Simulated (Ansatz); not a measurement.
LuAlO3 (P6₃/mmc, No. 194, 10 atoms in the cell; start mp-755358)

The numbers are results of HSE06 (Ansatz, a program for electronic structure, plane waves, PAW), not measurements.

Settings: plane-wave cutoff 460 eV, 9×9×2 k mesh (along the axes of the cell as run), Fermi–Dirac smearing 0.01 eV, scalar-relativistic PAW data made under PBE.

Cell (relaxed with PBEsol):

```
CELL_PARAMETERS angstrom
      3.36575     0.00000     0.00000
     -1.68287     2.91482     0.00000
      0.00000     0.00000    11.47292
ATOMIC_POSITIONS crystal
  Lu 0.00000 0.00000 0.50000
  Lu 0.00000 0.00000 0.00000
  Al 0.66667 0.33333 0.75000
  Al 0.33333 0.66667 0.25000
  O  0.66667 0.33333 0.59071
  O  0.33333 0.66667 0.40929
  O  0.33333 0.66667 0.09071
  O  0.66667 0.33333 0.90929
  O  0.00000 0.00000 0.75000
  O  0.00000 0.00000 0.25000
```

```yaml
band_gap: 5.31 eV (on the SCF k mesh)
```

Note: cell and atoms aren't relaxed at this level (pressure 1.3 GPa).

Spin–orbit coupling is not included.

The computed numbers hold no vibrational or temperature effects.

A start named mp-… is a Materials Project structure, which need not be a measured phase.
